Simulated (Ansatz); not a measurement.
LiCl (model structure, F-43m, No. 216, 2 atoms in the cell)

These are G0W0@PBEsol (hard PAW, contour deformation, complete-basis limit; Ansatz, a program for electronic structure) values and carry that method's errors.

Numerical settings: largest k mesh 10×10×10 (not extrapolated in the mesh).

Cell (relaxed with PBEsol):

```xyz
2
Lattice="0.0000 2.7200 2.7200 2.7200 0.0000 2.7200 2.7200 2.7200 0.0000" Properties=species:S:1:pos:R:3 pbc="T T T"
Li     0.0000     0.0000     0.0000
Cl     1.3600     1.3600     1.3600
```

| Item | Value |
|---|---|
| band gap | 8.96 eV (direct) |

Note: the relaxation could raise the start's symmetry but not lower it, so the cell can be a saddle point; the gap holds a correction of +0.33 eV to the complete basis.

A model structure was made by putting elements into a prototype or built by hand; it is no filed structure, need not be a known phase, and can be a saddle point held by its symmetry.
